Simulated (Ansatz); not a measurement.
TiO2: response to strain

Consider TiO₂ in the rutile structure (space group P4_2/mnm, No. 136; a = 4.591 Å, c = 2.939 Å).

Strains are applied to the cell and any free atomic positions relax.

Method: plane-wave PAW DFT at the PBEsol level (Ansatz, an electronic-structure program, 420 eV), scalar-relativistic without spin-orbit coupling.

Notes on the quantities. energy relative to the base: free energy F.

```csv
isotropic strain (%),energy relative to the base (meV/atom)
-3,67.7
-2.4,42.4
-1.8,23.3
-1.2,10.2
-0.6,?
0,0.0
```

**Question.** Fit ΔE = Aε² + Bε³ (ε in %) to the rows shown and predict the withheld row.

**Answer.** Least squares on the printed values gives A = 6.72 and B = -0.27 meV/atom (largest residual 0.1 meV/atom); this predicts 2.5 meV/atom, and the run gives 2.5 meV/atom, in agreement.

Stability against distortions was not tested. The final runs are not spin-polarised.
